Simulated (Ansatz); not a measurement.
# ZnO, pressure series

Start from ZnO in the wurtzite structure (space group P6_3mc, No. 186; a = 3.2795 Å, c = 5.2937 Å).

Cell and atoms are relaxed at each pressure.

Calculations: PBE (Ansatz, an electronic-structure program), scalar-relativistic without spin-orbit coupling.

Candidates:
(a) pressure 4.5 GPa
(b) pressure 9 GPa
(c) pressure 2.1 GPa
(d) pressure −2 GPa

For the base:

```
Quantity   Result
--------  -------
Band gap  0.74 eV
```

Question: Order them by band gap, highest first.

Answer: (b) pressure 9 GPa (0.83 eV), (a) pressure 4.5 GPa (0.79 eV), (c) pressure 2.1 GPa (0.77 eV), (d) pressure −2 GPa (0.72 eV)

Load acts through the strain it causes; cell and atoms are relaxed under it. Stability against distortions was not tested. Tetrahedral semiconductors of this kind turn to denser phases somewhere between about 1 and 50 GPa; those were not computed, so compressed cells here can lie past the real transition.
